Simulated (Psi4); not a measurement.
Psi4 1.11, WB97X/def2-svpd: Mo(O)2(Cl)2 ([O]=[Mo](=[O])([Cl])[Cl]), 5 atoms. The geometry is a generated start, not checked to be a minimum at this level.

```
Item                                                 Result
--------------------------  -------------------------------
task                                                 energy
method                                                wb97x
basis                                             def2-svpd
memory                                                 3 GB
maxiter                                                 100
keys of the molecule block                      symmetry c1
scf_type                                       df (default)
e_convergence                               1e-06 (default)
d_convergence                               1e-06 (default)
dft_radial_points                              75 (default)
dft_spherical_points                          302 (default)
effective core potentials   those of the basis set, past Kr
basis functions                                         134
grid points                                          108504
```

```xyz
5

Mo     0.1522    -0.0308     0.0532
O      1.3121    -0.5937    -0.9529
O      0.5796     0.2222     1.6112
Cl    -0.5667     1.8268    -0.7428
Cl    -1.4772    -1.4245     0.0313
```

Charge 0 and multiplicity 1 are set for this test and not shown to be the ground state.

With the defaults (diis = true, scf_initial_accelerator = adiis, damping_percentage = 0, soscf = false, soscf_start_convergence = 0.01, diis_max_vecs = 10, level_shift = 0, level_shift_cutoff = 0.01, guess = auto, which took SAD) it converges in 11 SCF iterations. One run each on 2 threads, with these changes:
- soscf = true
- damping_percentage = 20
- guess = huckel
- scf_initial_accelerator = none
- soscf = true, soscf_start_convergence = 0.1
- scf_initial_accelerator = ediis
- diis = false, scf_initial_accelerator = none, damping_percentage = 60
- diis_max_vecs = 20
- level_shift = 0.5, level_shift_cutoff = 0.001

Problem. Name the settings that don't reach the solution of the defaults.

Solution. No convergence: diis = false, scf_initial_accelerator = none, damping_percentage = 60 (the run ends without SCF convergence in 100 iterations). The rest reach the solution of the defaults.

| setting | SCF iterations | JK calls | end |
|---|---|---|---|
| soscf = true | 7 | 23 | same solution |
| soscf = true, soscf_start_convergence = 0.1 | 7 | 28 | same solution |
| the defaults | 11 | 12 | same solution |
| scf_initial_accelerator = ediis | 11 | 12 | same solution |
| diis_max_vecs = 20 | 11 | 12 | same solution |
| level_shift = 0.5, level_shift_cutoff = 0.001 | 11 | 12 | same solution |
| scf_initial_accelerator = none | 11 | 12 | same solution |
| guess = huckel | 12 | 38 | same solution |
| damping_percentage = 20 | 16 | 17 | same solution |
| diis = false, scf_initial_accelerator = none, damping_percentage = 60 | 100 | 101 | no convergence |

An SOSCF iteration holds several JK calls; a Hückel guess adds calls on atoms. 1 further run of the study ended by our limits or in an error and is left out.
